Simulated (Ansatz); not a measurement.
Results of BLYP (plane waves, PAW; Ansatz, a first-principles code) for C11b MoSi2.

Run with plane-wave cutoff 520 eV, 24×24×24 k mesh, Fermi–Dirac smearing 0.05 eV, no spin polarisation, scalar-relativistic PAW data made under PBE.

Cell (relaxed at this level):

```cif
data_Mo2Si4
_chemical_formula_sum 'Si4 Mo2'
_space_group_name_H-M_alt 'I4/mmm'
_space_group_IT_number 139
_space_group_name_Hall '-I 4 2'
_cell_length_a 3.27711
_cell_length_b 3.27711
_cell_length_c 7.96150
_cell_angle_alpha 90.000
_cell_angle_beta 90.000
_cell_angle_gamma 90.000
loop_
_atom_site_label
_atom_site_type_symbol
_atom_site_symmetry_multiplicity
_atom_site_Wyckoff_symbol
_atom_site_fract_x
_atom_site_fract_y
_atom_site_fract_z
_atom_site_occupancy
Si1 Si 4 e 0.00000 0.00000 0.33650 1
Mo1 Mo 2 a 0.00000 0.00000 0.00000 1
```
(The calculation used a cell of 3 atoms; values per cell refer to that cell.)

Problem. What does this level give for the bulk modulus and pressure derivative B′ of the bulk modulus?

Solution. 
- bulk modulus: 169 GPa
- pressure derivative B′ of the bulk modulus: 4.7

The run finds no gap.

Measured, for comparison: bulk modulus 222 ± 2 GPa (room temperature, not corrected to a static lattice, B' = 4; as tabulated in Structural stability of MoSi2 and Mo5Si3 under high pressure, Chin. Phys. B 26 …). Computed (rounded) less measured: bulk modulus -24 %.

Note: the bulk modulus comes from volumes at which shape and atoms were relaxed.

The computed numbers hold no vibrational or temperature effects.
